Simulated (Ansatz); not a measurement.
Cost and result by functional for the adsorption energy of Cl on the 1x1 (110) surface of 3C silicon carbide (cut with top plane C + Si), one in a 2x2 cell, started at the site 'over C at depth 1.5 Å', in Ansatz (plane waves, PAW). Single points on the PBE structure, on one kind of machine; costs are rough ratios of the slab run's core time (references not counted) to the cheapest single point. r2SCAN's cost holds its higher cutoff (500 against 420 eV). Differences are taken against r2SCAN for comparison alone: no measured value is at hand, so the table doesn't rank accuracy.

Host crystal: 3C silicon carbide, with a band gap (PBE, scalar-relativistic without spin-orbit coupling).

Model: 49-atom slab, 7.7 Å thick at the start under the adsorbate (thin: gaps and levels are the slab's own), 3x3x1 mesh, Fermi-Dirac 0.01 eV, dipole correction, 24 atoms held, the rest relaxed; start symmetry kept, larger cells not searched; spin-polarised, ending with about 1.0 μB a cell; orders that need a larger cell were not tried, no spin-orbit, no U, no dispersion correction. At the end it is bonded to Si. In PBE it is, or lies within 0.03 eV of, the lowest of the starts that converged. These notes are the PBE run's. r2SCAN: The program's check for a lower electronic state was not made. Adsorption energies are against ½ Cl2(g). A negative adsorption energy means that the adsorbate is more stable on the surface than in its reference.

```tsv
functional	relative cost	adsorption energy (eV)	less r2SCAN (eV)
RPBE	1	-1.69	0.43
r2SCAN	1	-2.13	0.00
PBE (the relaxed run's value)	–	-1.82	0.30
```

The values span 0.43 eV, while the single points' costs differ by a factor of roughly 1. Differences are of unrounded values.

Ansatz is a program for electronic structure.
